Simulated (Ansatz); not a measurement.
Consider TiSi$_{2}$ (space group Fddd, No. 70; a = 4.8062 Å, b = 8.2647 Å, c = 8.5654 Å). Axes: x, y, z lie along a, b, c of the conventional cell.

(Cell as relaxed with PBE.)

Levels (all Ansatz, a first-principles code, PAW): PBE (420 eV, without spin-orbit coupling); r2SCAN (500 eV, no spin-orbit coupling).

Each level relaxes its own structure.

```json
[
 {"base": "volume per atom", "PBE": "14.18 Å³", "r2SCAN": "13.96 Å³"},
 {"base": "band gap", "PBE": "zero", "r2SCAN": "zero"}
]
```

Perturbation: the cell is stretched by 1.75 % along x with no lateral relaxation, atoms relaxed at fixed cell.

```csv
quantity,PBE,r2SCAN
band gap,zero,[?]
shortest interatomic distance,2.546 Å,[?]
energy relative to the base (free energy F),+4.0 meV/atom,[?]
```

### Question
What does r2SCAN give?

### Answer

- band gap, r2SCAN: zero
- shortest interatomic distance, r2SCAN: 2.531 Å
- energy relative to the base (free energy F), r2SCAN: +4.3 meV/atom

PBE's shortest interatomic distance lies 0.0157 Å above r2SCAN's (0.6 %); the two agree on the band gap. Neither level is exact; r2SCAN is the comparison here, not a measurement.

Without a gap, meshes like the base's 13×13×13 leave anisotropic stresses uncertain by several tenths of a GPa, and small strain energies with them. The cells carry an imposed strain or load. Whether these cells are dynamically stable was not tested. The final runs are not spin-polarised.
